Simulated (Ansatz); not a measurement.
The reference is SrO in the rock salt structure (space group Fm-3m, No. 225; a = 5.195 Å). Axes: x, y, z lie along the cube axes.

Level of theory: Kohn–Sham DFT with the PBE functional, run in Ansatz (a quantum-chemistry and plane-wave program) with PAW and 420 eV plane waves, without spin-orbit coupling.

One thing is altered: an isotropic linear strain of +1.00 %; the atoms relax in the strained cell.

Problem. Predict the stress tensor and what it implies for the stiffness.

Solution. Stress of the strained cell less that of the base (GPa, compression positive):
```
  -2.36    0.00    0.00
   0.00   -2.36    0.00
   0.00    0.00   -2.36
```

Then B = −ΔP/(ΔV/V₀) with ΔV/V₀ = 0.0303 gives secant stiffness values (nonlinear terms included at this strain): B ≈ 78 GPa.

Stability against distortions was not tested.
